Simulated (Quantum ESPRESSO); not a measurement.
**Cost against accuracy: ecutwfc for Ti₄O₃ (I4/mmm, 7 atoms in the cell)**

Cell: a = 5.0963 Å, b = 5.0963 Å, c = 5.0963 Å, α = 72.64°, β = 49.52°, γ = 49.52°.

Method of the run: PBEsol, PseudoDojo standard norm-conserving (PBESOL) pseudopotentials (plane waves; Quantum ESPRESSO).

Base settings: ecutwfc = 85 Ry; occupations = smearing; smearing = fd; degauss = 0.0073499 Ry; potentials = {Ti: Ti.upf, O: O.upf}; K_POINTS = automatic 6 6 6 0 0 0; conv_thr = 1e-09 Ry.

Misses are taken against the tightest run, 110 Ry, which need not be fully converged itself. The energy is the free energy per atom.

The count of work is k-points × plane waves × bands × iterations; it is no time, and leaves out set-up, grids and terms that scale otherwise. Core times come from one kind of shared machine and are given to one figure; runs under 30 s give none.

The starting cell comes from a database of computed structures (which also holds hypothetical and non-ambient phases and stackings), without a prior relaxation at this level. Spin polarisation is off, so a magnetic state, if there is one, cannot be reached. In the base run, with a pressure of about -6 GPa the cell is away from its equilibrium volume at this level.

The runs (ecutwfc): 34 Ry | 42 Ry | 51 Ry | 59 Ry | 68 Ry | 76 Ry | 85 Ry | 98 Ry | 110 Ry.

**Question.** Which is the coarsest setting among those run that, with all tighter ones, holds the energy within 2 meV/atom of the reference, and what does it save?

**Answer.** 85 Ry, off by 0.27 meV/atom; its saving against the reference is no more than about a factor of 2 in the count of work.

**Question.** For at most 0.3 times the reference's count of work, which run misses the energy least?

**Answer.** 42 Ry, with a miss of 1900 meV/atom at a count of 0.19.

**Question.** What does the step from 42 Ry to 76 Ry buy?

**Answer.** It takes the miss in the energy from 1900 to 2.2 meV/atom, for 2.8 times the count of work and roughly 3 times the time.

| ecutwfc | energy less reference (meV/atom) | pressure less reference (GPa) | largest difference in the force on any atom (eV/Å) | count of work / reference | core time / reference (rough) |
|---|---|---|---|---|---|
| 34 Ry | 5432.13 | -217.46 | 0.720 | 0.14 | – |
| 42 Ry | 1942.95 | -110.41 | 0.144 | 0.19 | 0.1 |
| 51 Ry | 521.68 | -43.25 | 0.190 | 0.34 | 0.3 |
| 59 Ry | 130.30 | -14.91 | 0.058 | 0.39 | 0.3 |
| 68 Ry | 17.99 | -2.97 | 0.004 | 0.49 | 0.5 |
| 76 Ry | 2.22 | -0.47 | 0.001 | 0.54 | 0.4 |
| 85 Ry | 0.27 | -0.02 | 0.000 | 0.64 | 0.5 |
| 98 Ry | 0.09 | 0.00 | 0.000 | 0.84 | 1 |
| 110 Ry | 0.00 | 0.00 | 0.000 | 1.0 | 1 |

Left out of this page: 3 runs of the series outside the window shown, repeating another row's setting, or not comparable.
